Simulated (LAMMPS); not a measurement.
Interface speed of HgSe (zinc blende) against its melt at 940 K on three faces.

Model: classical MD, pair style sw, file CdTeZnSeHgS0.sw (LAMMPS).

```csv
face,speed
001,5.7 ± 0.2 m/s
110,4.9 ± 0.2 m/s
111,4.6 ± 0.1 m/s
```

Caution: the real compound melts congruently only under the pressure of its own vapour and loses its more volatile element when open.

Errors shown are sampling errors alone.
